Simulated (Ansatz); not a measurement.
Base system: Cs3Bi (space group Fm-3m, No. 225; a = 9.368 Å; a model cell, its experimental status unchecked). Axes: x, y, z lie along the cube axes.

Calculations: plane-wave PAW DFT at the r2SCAN level (Ansatz, a first-principles code, 500 eV), spin-orbit coupling left out.

Base values:

* **Band gap**: 0.81 eV
* **Shortest interatomic distance**: 4.056 Å
* **Electron mass**: 0.16 mₑ (at Γ)

Perturbation: the symmetric strain tensor [0.0041 0.0018 -0.0064; 0.0018 -0.0221 -0.0066; -0.0064 -0.0066 -0.0183], atoms relaxed at fixed cell.

Task: What does the calculation give for the band gap, shortest interatomic distance and electron mass after the change?

Result: The band gap rises by 0.09 eV (0.81 eV → 0.90 eV); the shortest interatomic distance drops by 0.079 Å to 3.977 Å; the electron mass goes from 0.16 mₑ (at Γ) to 0.15 mₑ along x, 0.18 mₑ across (at Γ).

With Bi present, leaving out spin-orbit coupling can change the band edges. Effective masses come from finite differences of ±0.01 Å⁻¹. Stability against distortions was not tested.
